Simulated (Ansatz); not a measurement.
Worked example: self-consistent single point of LaZn (P4mm, 2 atoms in the cell) in Ansatz (an electronic-structure program).

Computed with PBEsol, default PAW files made with PBE (plane waves; Ansatz).

```
LaZn
1.0
    3.76749     0.00000     0.00000
    0.00000     3.76749     0.00000
    0.00000     0.00000     3.76749
La Zn
1 1
Direct
  0.00000   0.00000   0.01327
  0.50000   0.50000   0.50000
```

Reference input (self-consistent single point, DFT, PBEsol, plane waves, default PAW files made with PBE): basis.ecutwfc = 420 eV; kpoints.mp_grid.grid = 9 9 9; hamiltonian.xc = pbesol; hamiltonian.pseudopotentials = {kind: paw} (the program's default PAW files); scf.occupations.method = gaussian; scf.occupations.width = 0.1 eV. This run's input differs from it in these lines:

Ansatz 0.2 input:
```diff
@@ -10,3 +10,3 @@
 basis:
-  ecutwfc: 420.0
+  ecutwfc: 250.0
 kpoints:
```

Log, with long lists cut:

```
SCF iter   1: F=—  HF=-9441.507702 eV  |F-HF|=—  |Δ(HF+E_count)|=         —  Δρ=1.48e-2  dr2=5.29e-2  ethr=1.77e-3  ⟨swp⟩=4.2  Hψ=5423  notcnv=0
all-band conjugate gradients solve this SCF's bands
preconditioner: auto → Kerker (q_TF=auto, 2.370 Å⁻¹)
SCF iter   2: F=—  HF=-9441.349559 eV  |F-HF|=—  |Δ(HF+E_count)|=   1.58e-1  Δρ=1.81e-2  dr2=1.05e-1  ethr=2.30e-4  ⟨swp⟩=2.0  Hψ=2570  notcnv=0  defer=3
SCF iter   3: F=—  HF=-9441.347916 eV  |F-HF|=—  |Δ(HF+E_count)|=   1.64e-3  Δρ=8.13e-3  dr2=2.44e-2  ethr=2.30e-4  ⟨swp⟩=2.0  Hψ=2158  notcnv=0
SCF iter   4: F=—  HF=-9441.339466 eV  |F-HF|=—  |Δ(HF+E_count)|=   8.45e-3  Δρ=1.04e-3  dr2=1.93e-4  ethr=1.06e-4  ⟨swp⟩=2.3  Hψ=1533  notcnv=0
SCF iter   5: F=—  HF=-9441.339789 eV  |F-HF|=—  |Δ(HF+E_count)|=   3.23e-4  Δρ=1.70e-4  dr2=9.63e-6  ethr=8.37e-7  ⟨swp⟩=2.0  Hψ=2160  notcnv=0
SCF iter   6: F=—  HF=-9441.340336 eV  |F-HF|=—  |Δ(HF+E_count)|=   5.46e-4  Δρ=3.96e-5  dr2=8.86e-7  ethr=4.19e-8  ⟨swp⟩=2.1  Hψ=1728  notcnv=0
SCF iter   7: F=-9441.340336 eV  HF=-9441.340336 eV  |F-HF|=7.16e-9  |Δ(HF+E_count)|=   3.61e-8  Δρ=5.88e-6  dr2=2.05e-8  ethr=4.35e-10  ⟨swp⟩=5.3  Hψ=5384  notcnv=0
SCF 1 converged in 7 iterations: F = -9441.340336 eV  dr2 = 2.05e-8
Free energy (F): -9441.340336 eV
Internal energy: -9441.326015 eV  (E = F + TS)
E sigma→0 (E₀):  -9441.333175 eV
Entropy (-TS):   -0.014321 eV (-7.160 meV/atom)
Fermi energy:    10.440046 eV
--- Forces (eV/Å), atoms counted from 1 ---
  atom   1  La     0.00000000     0.00000000    -0.06980781
  atom   2  Zn    -0.00000000     0.00000000     0.06980762
--- Stress (GPa, compression-positive) ---
       -2.618308       0.000000      -0.000000
        0.000000      -2.618308       0.000000
       -0.000000       0.000000      -2.587393
  P = ⅓ Tr σ = -2.6080 GPa (-26.080 kbar)
  The stress holds the Pulay correction. Without it, at fixed plane waves, as pw.x and ABINIT print it: P = -28.4313 GPa
```

The run converged in 7 iterations. Against the reference run the free energy rises by 677 meV/atom, the pressure goes from -2.78 to -2.61 GPa and the largest force goes from 0.088 to 0.070 eV/Å.

The starting cell comes from a database of computed structures (which also holds hypothetical and non-ambient phases and stackings), without a prior relaxation at this level. Its lattice was rescaled by up to half a per cent. One atom was moved a little off its site on purpose. Ansatz's pressure includes its estimate of the finite-basis (Pulay) stress. Without the estimate this run gives -28.43 GPa. The cutoff lies below the one recommended for these files.
